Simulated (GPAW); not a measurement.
Input and output of a self-consistent single point for CaSe (Fm-3m, 2 atoms in the cell) (GPAW).

Method: PBE, GPAW PAW datasets PBE (gpaw-data 1.0.1) (plane waves; GPAW).

```
CELL_PARAMETERS angstrom
      0.00000     3.04004     3.04004
      3.04004     0.00000     3.04004
      3.04004     3.04004     0.00000
ATOMIC_POSITIONS crystal
  Ca 0.00000 0.00000 0.00000
  Se 0.50000 0.50000 0.50000
```

Reference input (self-consistent single point, DFT PBE, plane waves, GPAW PAW datasets PBE (gpaw-data 1.0.1)): mode = pw; ecut = 550 eV; xc = PBE; kpts = 6 6 6; mesh shift (steps) = 0 0 0; occupations.name = fermi-dirac; occupations.width = 0 eV; nbands = -8; convergence.forces = 0.001 eV/Å; convergence.bands = -6; symmetry.symmorphic = false; symmetry.tolerance = 0.0005. This run's input differs from it in these lines:

```diff
@@ -14,3 +14,3 @@
             xc='PBE',
-            kpts={'size': (6, 6, 6), 'gamma': True},
+            kpts={'size': (4, 4, 4), 'gamma': True},
             occupations=FermiDirac(0.0),
```

The program printed (abridged):

```
     iter     time        total  log10-change:
                         energy   eigst   dens  force
iter:   1 --:--:--    -9.536027   +1.45
iter:   2 --:--:--    -9.577875   +0.21  -1.18
iter:   3 --:--:--    -9.510726   -0.31  -1.22
iter:   4 --:--:--    -9.520909   -0.92  -1.48
iter:   5 --:--:--    -9.540289   -1.56  -1.59
iter:   6 --:--:--    -9.534709   -1.86  -2.24
iter:   7 --:--:--    -9.534604c  -2.51  -2.96
iter:   8 --:--:--    -9.534548c  -3.14  -3.04
iter:   9 --:--:--    -9.534547c  -4.05  -3.54
iter:  10 --:--:--    -9.534546c  -4.83  -3.53
iter:  11 --:--:--    -9.534548c  -5.74  -3.64
iter:  12 --:--:--    -9.534548c  -6.40  -4.45c
iter:  13 --:--:--    -9.534548c  -7.32  -4.91c
iter:  14 --:--:--    -9.534548c  -8.02c -4.92c
iter:  15 --:--:--    -9.534548c  -8.35c -5.05c -23.52c
Converged after 15 iterations.

Dipole moment: (-0.000000, 0.000000, 0.000000) |e|*Ang

Energy contributions relative to reference atoms: (reference = -84614.401363)

Kinetic:         +8.268369
Potential:       -6.875449
External:        +0.000000
XC:             -10.383903
Entropy (-ST):   +0.000000
Local:           -0.543565
SIC:             +0.000000
--------------------------
Free energy:     -9.534548
Extrapolated:    -9.534548

Showing only first 2 kpts
 Kpt  Band  Eigenvalues  Occupancy
  0     6      3.79007    2.00000
  0     7      3.79007    2.00000
  0     8      6.71609    0.00000
  0     9      7.49855    0.00000

  1     6      3.24235    2.00000
  1     7      3.24235    2.00000
  1     8      6.63075    0.00000
  1     9      7.93828    0.00000

Fermi level: 4.89502

Gap: 2.210 eV
Transition (v -> c):
   [... lines left out ...]
Direct/indirect transitions are different
Direct gap: 2.926 eV
Transition at: (s=0, k=0, n=7, [0.00, 0.00, 0.00])
Energy (eV): -9.534548

Forces in eV/Ang:
  0 Ca   -0.00000   -0.00000    0.00000
  1 Se    0.00000    0.00000   -0.00000

Stress tensor:
     0.014681     0.000000     0.000000
     0.000000     0.014681    -0.000000
     0.000000    -0.000000     0.014681
Stress (GPa, Voigt): [ 2.3522  2.3522  2.3522 -0.      0.      0.    ]
```

The run converged in 15 iterations. GPAW prints stress with tension positive. Against the reference run the free energy rises by 6.3 meV/atom, the pressure moves little (-2.43 to -2.35 GPa) and the gap on the mesh moves little (2.218 to 2.210 eV).

The starting cell comes from a database of computed structures (which also holds hypothetical and non-ambient phases and stackings), without a prior relaxation at this level. Its lattice was rescaled by a random factor within 2.5 % of one.
